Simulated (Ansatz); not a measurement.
**Sr, alloy series**

The parent structure is Sr in the fcc (Cu type) structure (space group Fm-3m, No. 225; a = 5.923 Å).

The other end (x = 1) is Ca in the fcc (Cu type) structure (space group Fm-3m, No. 225): 40.58 Å³/atom, gap zero.

Ca replaces a fraction x of Sr; each row is one arrangement (x, atoms in the cell, starting space group or random), fully relaxed.

Method: PBEsol (Ansatz, a first-principles code), scalar-relativistic without spin-orbit coupling, earlier PAW set.

Candidates:
(a) x(Ca) = 0.667, 3 atoms, I4/mmm
(b) x(Ca) = 0.5, 4 atoms, P4/nmm
(c) x(Ca) = 0.25, 4 atoms, C2/m

Before the change:

| Item | Result |
|---|---|
| Shortest interatomic distance | 4.188 Å |

Order them by shortest interatomic distance, highest first.

(c) x(Ca) = 0.25, 4 atoms, C2/m (4.054 Å), (a) x(Ca) = 0.667, 3 atoms, I4/mmm (3.840 Å), (b) x(Ca) = 0.5, 4 atoms, P4/nmm (3.808 Å)

Each cell is one ordered arrangement of few atoms, which overstates ordering effects compared with a random alloy. No phonon test of stability was made.
